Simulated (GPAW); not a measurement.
Band structure of YIn5Rh (P4/mmm, 7 atoms in the cell).

```xyz
7
Lattice="4.6378 0.0000 0.0000 0.0000 4.6378 0.0000 0.0000 0.0000 7.4429" Properties=species:S:1:pos:R:3 pbc="T T T"
Y      0.0000     0.0000     0.0000
In     0.0000     2.3189     2.2435
In     0.0000     2.3189     5.1994
In     2.3189     0.0000     2.2435
In     2.3189     0.0000     5.1994
In     2.3189     2.3189     0.0000
Rh     0.0000     0.0000     3.7215
```

Method of the run: PBEsol, GPAW PAW datasets PBEsol (made by gpaw-setup) (plane waves; GPAW 25.7.0).

Settings: mode = pw; ecut = 550 eV; xc = PBEsol; kpts = 5 5 3; mesh shift (steps) = 0 0 0; occupations.name = fermi-dirac; occupations.width = 0.136 eV; nbands = -11; convergence.density = 1e-05 e/electron; symmetry.symmorphic = false; symmetry.tolerance = 0.0005; maxiter = 120; bandpath_npoints = 40.

The starting cell comes from a database of computed structures (which also holds hypothetical and non-ambient phases and stackings), without a prior relaxation at this level. Spin polarisation is off.

Levels in eV from the Fermi level, bands 42 to 49:
```csv
point,42,43,44,45,46,47,48,49
Γ,-1.81,-1.81,-0.73,0.60,0.60,1.22,1.58,1.85
X,-2.00,-1.77,-0.98,0.53,0.84,1.12,1.69,1.85
M,-2.26,-2.26,-2.00,-1.88,-1.29,-1.29,0.26,2.03
Z,-1.73,-1.73,-1.18,-0.02,-0.02,0.16,1.93,2.04
R,-1.67,-1.35,-1.12,-0.42,0.16,0.44,1.17,1.65
A,-2.01,-2.01,-1.87,-1.26,-0.82,-0.82,0.76,2.26
```

Bands cross the Fermi level along this path, so the cell is metallic at this level.
